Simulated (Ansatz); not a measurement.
Competing hops of interstitial Na in polar orthorhombic HfO2, charge state +1

System: interstitial Na in polar orthorhombic HfO2 (charge state +1). Computed with PBE, PAW (plane waves to 420 eV; Ansatz, a first-principles code).

Settings: 96 host sites, the relaxed PBE lattice, the Γ point alone, smearing 0.01 eV, spin-restricted, no image-charge correction. Static, classical nuclei. Spin-orbit coupling is left out. The host's phase is taken as given; its stability against other phases was not computed. The charge state is imposed; whether it is stable for some Fermi level was not computed. Sites that were not tried may lie lower.

Barriers: single points on a 2×2×2 k-point mesh shifted by half a step at the bands' geometries (they differ from the bands' own by up to 0.08 eV, and are uncertain by about as much).

```json
[
 {"Route": "a direct jump of one Na atom", "Start site over the lowest site run (eV)": "0.00", "Hop (Å)": "3.12", "Forward barrier (eV)": "1.56", "Backward barrier (eV)": "1.56", "Neighbours at the start": "O at 2.00, O at 2.08, O at 2.13, O at 2.18, O at 2.27, O at 2.30 Å", "Neighbours at the saddle": "Hf at 2.41, Hf at 2.48; O at 2.00, O at 2.04, O at 2.12, O at 2.32, O at 2.36 Å", "Saddle order": "not checked", "Forward, on the band's own sampling (eV)": "1.49"},
 {"Route": "a direct jump of one Na atom", "Start site over the lowest site run (eV)": "0.00", "Hop (Å)": "3.48", "Forward barrier (eV)": "2.51", "Backward barrier (eV)": "2.51", "Neighbours at the start": "O at 2.00, O at 2.08, O at 2.13, O at 2.18, O at 2.27, O at 2.30 Å", "Neighbours at the saddle": "Hf at 2.41, Hf at 2.43; O at 2.01, O at 2.03, O at 2.13, 2 O at 2.49 Å", "Saddle order": "not checked", "Forward, on the band's own sampling (eV)": "2.51"}
]
```

Paths come from climbing-image nudged elastic band runs. Of the routes that converged and passed our checks, the lowest saddle point lies 1.56 eV above the lowest of the sites run (a direct jump of one Na atom); other sites, such as split forms, and other routes may lie lower. 

The whole set of runs took roughly 3 core-hours.
